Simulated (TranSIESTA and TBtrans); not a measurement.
Ga chain with one O atom inserted

Device: Ga chain with one O atom inserted. Leads: straight Ga chain, spacing 2.55 Å. Geometry: 3 atoms about the centre moved by SIESTA (PBE, DZP) to a largest force of 0.04 eV/Å, all others as built, motion along the axis alone.

Computed with TranSIESTA and TBtrans, PBE, DZP numerical orbitals (energy shift 0.15 eV), PseudoDojo norm-conserving scalar-relativistic potentials, mesh cutoff 200 Ry, 300 K, spin-polarised (collinear), no spin-orbit coupling; self-consistent non-equilibrium Green functions.

* **Conductance at 300 K (G0 = 2e²/h)**: 0.90
* **Thermopower (μV/K)**: -3.9
* **Mean T from −0.5 to 0.5 eV**: 0.71

Energies count from the leads' Fermi level. Transmissions are for each spin. The energy step is 0.01 eV; narrower resonances are cut or missed.

| E (eV) | T up | T down | lead channels up | down |
|---|---|---|---|---|
| -1.95 | 0.48 | 0.48 | 1 | 1 |
| -1.80 | 0.45 | 0.45 | 1 | 1 |
| -1.65 | 0.39 | 0.39 | 1 | 1 |
| -1.50 | 0.17 | 0.17 | 1 | 1 |
| -1.35 | 0.85 | 0.85 | 1 | 1 |
| -1.20 | 0.60 | 0.60 | 1 | 1 |
| -1.05 | 0.54 | 0.54 | 1 | 1 |
| -0.90 | 0.50 | 0.50 | 1 | 1 |
| -0.75 | 0.48 | 0.48 | 1 | 1 |
| -0.60 | 0.47 | 0.47 | 1 | 1 |
| -0.45 | 0.45 | 0.45 | 1 | 1 |
| -0.30 | 0.44 | 0.44 | 1 | 1 |
| -0.15 | 0.69 | 0.69 | 3 | 3 |
| 0.00 | 0.92 | 0.92 | 3 | 3 |
| 0.15 | 0.89 | 0.89 | 3 | 3 |
| 0.30 | 0.82 | 0.82 | 3 | 3 |
| 0.45 | 0.78 | 0.78 | 3 | 3 |
| 0.60 | 0.76 | 0.76 | 3 | 3 |
| 0.75 | 0.76 | 0.76 | 3 | 3 |
| 0.90 | 0.79 | 0.79 | 3 | 3 |
| 1.05 | 0.83 | 0.83 | 3 | 3 |
| 1.20 | 0.88 | 0.88 | 3 | 3 |
| 1.35 | 0.94 | 0.94 | 3 | 3 |
| 1.50 | 1.00 | 1.00 | 3 | 3 |
| 1.65 | 1.05 | 1.05 | 3 | 3 |
| 1.80 | 1.09 | 1.09 | 3 | 3 |
| 1.95 | 1.09 | 1.09 | 3 | 3 |

Moments were seeded on the central atoms alone, and one start was tried. The straight chain is held at its spacing; free chains may zigzag or dimerise.
